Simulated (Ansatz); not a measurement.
The parent structure is Al2O3 in the corundum structure (space group R-3c, No. 167; a = 4.7292 Å, c = 12.8916 Å (hexagonal axes)). Axes: x lies along a and z along c of the hexagonal cell.

Level of theory: Ansatz (an electronic-structure program), LDA, PAW, cutoff 420 eV, scalar-relativistic without spin-orbit coupling.

Before the change:

| Item | Result |
|---|---|
| Electron mass | 0.43 mₑ along c, 0.39 mₑ across (at Γ) |
| Band gap | 6.43 eV |
| Pressure | -0.01 GPa |

Perturbation: the cell is compressed by 1.50 % along x with no lateral relaxation, atoms relaxed at fixed cell.

Q: Predict the new electron mass, band gap and pressure.

A: The electron mass becomes 0.43 mₑ along z, 0.40 mₑ across (at Γ) (base: 0.43 mₑ along c, 0.39 mₑ across (at Γ)); the band gap rises by 0.18 eV (6.43 eV → 6.61 eV); the pressure (mean of the normal stresses, compression positive) goes up by 4.10 GPa (-0.01 GPa → 4.09 GPa).

The cells carry an imposed strain or load. Masses are band curvatures over ±0.01 Å⁻¹ around the edge. Stability against distortions was not tested.
